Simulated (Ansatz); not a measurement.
Results of PBEsol in Ansatz (PAW) for LiBH4 (P6₃mc, No. 186, 12 atoms in the cell; start mp-2659898).

Settings: plane-wave cutoff 500 eV, 12×12×6 k mesh (along the axes of the cell as run), gaussian smearing 0.02 eV, scalar-relativistic PAW data made under PBE.

Cell (relaxed at this level):

```xyz
12
Lattice="4.1436 0.0000 0.0000 -2.0718 3.5885 0.0000 0.0000 0.0000 7.2133" Properties=species:S:1:pos:R:3 pbc="T T T"
Li     0.0000     2.3923     0.7519
Li     2.0718     1.1962     4.3585
B      0.0000     2.3923     3.8763
B      2.0718     1.1962     0.2697
H      0.0000     2.3923     2.6554
H      2.0718     1.1962     6.2621
H      0.0000     1.2384     4.2924
H      3.0712     0.6192     0.6858
H      0.9994     2.9693     4.2924
H      2.0718     2.3502     0.6858
H     -0.9994     2.9693     4.2924
H      1.0724     0.6192     0.6858
```

Predict the band gap.


band gap: 6.58 eV (on the SCF k mesh)

Note: the relaxation could not lower the start's symmetry, so the cell can be a saddle point above a distorted one.

Computed values are for the static lattice.

Cost on a shared machine: very roughly 2.2 core-minutes.

A start named mp-… is a Materials Project structure, which need not be a measured phase.

Ansatz is a program for electronic structure.
